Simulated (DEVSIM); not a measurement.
# CdTe n-i-p diode

Structure: CdTe n-i-p diode, at 300 K.

```
layer (left to right)  material  thickness (μm)  Nd (cm⁻³)  Na (cm⁻³)   τn (s)   τp (s)
---------------------  --------  --------------  ---------  ---------  -------  -------
1                          CdTe           0.480     1.9e17          -  6.8e-10  6.8e-10
2                          CdTe            41.0          -     2.4e13  6.8e-10  6.8e-10
3                          CdTe           0.270          -     1.6e18  6.8e-10  6.8e-10
```

Left contact: ohmic. Right contact: ohmic. Voltage is applied to the left contact. Recombination: SRH at mid-gap, radiative. Mobility is constant in doping.

Constants are typed, rounded textbook-type inputs, not results; the design itself was drawn at random and stands for no fabricated device. Values at 300 K.

| parameter | CdTe |
|---|---|
| gap (eV) | 1.5 |
| affinity (eV) | 4.28 |
| permittivity | 10.2 |
| Nc (cm⁻³) | 8e17 |
| Nv (cm⁻³) | 1.8e19 |
| μn (cm²/Vs) | 1000 |
| μp (cm²/Vs) | 80 |
| B (cm³/s) | 1e-10 |

Simulated with DEVSIM: 1D drift-diffusion, Boltzmann statistics, complete ionisation; no tunnelling, impact ionisation, image-force lowering or self-heating.

```yaml
potential_step_across_the_device_at_zero_bias: 1.400 V
```

Dark forward current:

(V (V), J (A/cm²)): (-0.05, -8.1e-9); (-0.10, -2.8e-8); (-0.20, -2.3e-7); (-0.25, -6.2e-7); (-0.35, -4.6e-6); (-0.40, -1.3e-5); (-0.45, -3.5e-5); (-0.55, -0.00025); (-0.60, -0.00064); (-0.70, -0.0029); (-0.75, -0.0050); (-0.80, -0.0075); (-0.90, -0.014); (-0.95, -0.017); (-1.05, -0.024); (-1.10, -0.028); (-1.20, -0.035); (-1.25, -0.039); (-1.30, -0.043); (-1.40, -0.051); (-1.45, -0.055); (-1.55, -0.064); (-1.60, -0.068); (-1.65, -0.072); (-1.75, -0.080); (-1.80, -0.084); (-1.90, -0.093); (-1.95, -0.097)
